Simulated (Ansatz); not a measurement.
**Hypothetical diamond Ca: pressure series**

The parent structure is Ca in the diamond structure (space group Fd-3m, No. 227; a = 8.620 Å; a hypothetical phase, not in the database extracts checked).

Cell and atoms are relaxed at each pressure.

Levels (all Ansatz, a program for electronic structure, PAW): PBE (420 eV, no spin-orbit coupling); PBEsol (420 eV, scalar-relativistic without spin-orbit coupling).

The base cell above is that of PBE; each level relaxes its own structures.

```csv
case,"lattice parameter a, PBE","lattice parameter a, PBEsol"
pressure 0.3 GPa,842.0 pm,825.5 pm
pressure 0.7 GPa,821.2 pm,805.2 pm
pressure 1.5 GPa,785.9 pm,769.9 pm
pressure 3 GPa,726.5 pm,709.2 pm
pressure 5 GPa,671.4 pm,616.8 pm
pressure 7.5 GPa,605.7 pm,588.7 pm
pressure 10 GPa,587.4 pm,573.6 pm
```

PBE lies above PBEsol in every row, by 13.8 pm to 54.6 pm. They put the cases in the same order.

Load acts through the strain it causes; cell and atoms are relaxed under it. No phonon test of stability was made. No other phases were tried under pressure.
